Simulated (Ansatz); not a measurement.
Here is the system:

```xyz
2
Lattice="3.9000 0.0000 0.0000 1.9500 3.3775 0.0000 1.9500 -1.1258 3.2981" Properties=species:S:1:pos:R:3 pbc="T T T"
Be     0.0000     0.0000     0.0137
Te     3.9000     0.0000     2.4599
```

No spin polarisation.

Method: Ansatz (a program for electronic structure) r2SCAN, no SOC. Γ-centred 10×10×10 mesh, Fermi–Dirac width 0.05 eV.

Task: What is the computed valence-band top at Γ (three highest levels, from the VBM)?

Result: 0.00, 0.00, -0.33 eV.

Task: Predict the band gap.

Result: 2.12 eV.

Task: Estimate the smallest direct gap.

Result: 3.55 eV.

Spin-orbit coupling, missing from the scalar runs, can matter with Te. The cells carry an imposed strain or load. Whether these cells are dynamically stable was not tested. The cell was made from BeTe in the zinc blende structure (space group F-43m, No. 216) by this change: biaxial strain −2.50 %, plane normal [111], relaxed out of plane.
